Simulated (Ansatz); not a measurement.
Functionals compared on the (100) surface of rock-salt TiC, W on all Ti sites of the second plane (bottom of the slab: a bare face, its two planes held), in Ansatz (plane waves, PAW). The structure was relaxed with PBE; the other rows are single points on it. Cutoff 420 eV (500 eV for r2SCAN).

Set-up: 12 atoms, 10.9 Å thick at the start with caps and adatoms (thin: gaps and levels are the slab's own); mesh 12x12x1; 0.1 eV smearing; dipole correction on; 4 atoms held, the rest relaxed; held to the start's symmetry, so lower structures may exist; no spin, no spin-orbit, no U. In PBE it lies 0.23 eV a 1x1 cell over the lowest computed structure of the same composition (W on all Ti sites of the top plane). These notes are the PBE run's.

```
functional  work function of the top face (eV)  rough cost of the single point
----------  ----------------------------------  ------------------------------
PBE                                       3.92                               –
RPBE                                         …         roughly 22 core-seconds
r2SCAN                                    3.94    very roughly 50 core-seconds
```

Q: Fill in the missing entries.

A: 
- RPBE, work function of the top face (eV): 3.76

Ansatz is a first-principles code.
